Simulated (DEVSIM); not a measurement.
DEVSIM, 1D drift-diffusion, Boltzmann statistics, complete ionisation; no tunnelling, impact ionisation, image-force lowering or self-heating.

Structure: Ge n-i-p diode, at 350 K.

```tsv
layer (left to right)	material	thickness (μm)	Nd (cm⁻³)	Na (cm⁻³)	τn (s)	τp (s)
1	Ge	0.460	9.5e17	-	1.9e-7	1.9e-7
2	Ge	3.70	-	3e13	1.9e-7	1.9e-7
3	Ge	0.280	-	3.5e18	1.9e-7	1.9e-7
```

Left contact: ohmic. Right contact: ohmic. Voltage is applied to the left contact. Recombination: SRH at mid-gap, radiative, Auger. Mobility is constant in doping. Where it depends on doping, it is μmin + (μ − μmin)/(1 + (N/Nref)^α).

Constants are typed, rounded textbook-type inputs, not results; the design itself was drawn at random and stands for no fabricated device. Values at 300 K; Nc and Nv go as T^1.5, mobilities as T to minus their exponent, the gap by Varshni's rule with the affinity fixed. The table also holds parameters that only a changed run uses.

| parameter | Ge |
|---|---|
| gap (eV) | 0.664 |
| affinity (eV) | 4 |
| permittivity | 16 |
| Nc (cm⁻³) | 1.04e19 |
| Nv (cm⁻³) | 6e18 |
| μn (cm²/Vs) | 3900 |
| μp (cm²/Vs) | 1900 |
| μn,min | 150 |
| μp,min | 100 |
| Nref,n | 2.6e17 |
| Nref,p | 4e17 |
| αn | 0.56 |
| αp | 0.6 |
| T exponent of μn | 1.66 |
| T exponent of μp | 2.33 |
| B (cm³/s) | 6.4e-14 |
| Cn (cm⁶/s) | 1e-31 |
| Cp (cm⁶/s) | 1e-31 |
| Varshni α (eV/K) | 0.000477 |
| Varshni β (K) | 235 |

One input was changed, with this effect: dark forward voltage at 100 A/cm² 0.267 → 0.284 V; dark forward voltage at 1 A/cm² 0.120 → 0.133 V.

Question: Which change was it?
A. thickness of layer 3 0.28 → 1.4 μm
B. minority lifetime in layer 1 1.9e-07 → 5.7e-08 s
C. minority lifetime in layer 3 1.9e-07 → 5.7e-07 s
D. Auger recombination switched off
E. doping-dependent mobility in place of the constant one

Answer: A, thickness of layer 3 0.28 → 1.4 μm
